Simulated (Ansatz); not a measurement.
## Zn under a change: uniaxial strain ε_xx = +2.50 %

The reference is Zn in the hcp (Mg type) structure (space group P6_3/mmc, No. 194; a = 2.613 Å, c = 4.781 Å; relaxed with 0.1 eV smearing). Axes: x lies along a and z along c of the hexagonal cell.

Modification: the cell is stretched by 2.50 % along x with no lateral relaxation; the atoms relax in the strained cell.

Level of theory: PBEsol (Ansatz, a first-principles code), no spin-orbit coupling. Γ-centred 25×25×13 mesh, Fermi–Dirac width 0.1 eV.

* **Volume per atom**: 14.49 Å³ (base 14.14 Å³)
* **Space group**: Cmcm (No. 63) (base P6_3/mmc (No. 194))
* **Shortest interatomic distance**: 2.629 Å (base 2.613 Å)
* **Energy relative to the base (free energy F)**: +5.2 meV/atom
* **Band gap**: zero (base zero)
* **Stress (xx, yy, zz, yz, xz, xy; compression positive)**: (-4.3, -1.1, -1.4, 0.0, 0.0, 0.0) GPa

Final structure:

```
Zn
1.0
    2.67825     0.00000     0.00000
   -1.33913     2.26286     0.00000
    0.00000     0.00000     4.78146
Zn
2
Direct
  0.66613   0.33227   0.75000
  0.33387   0.66773   0.25000
```

Cost of the whole job for the changed cell (relaxation, final SCF and bands): around 80 core-seconds (rough).

Stability against distortions was not tested.
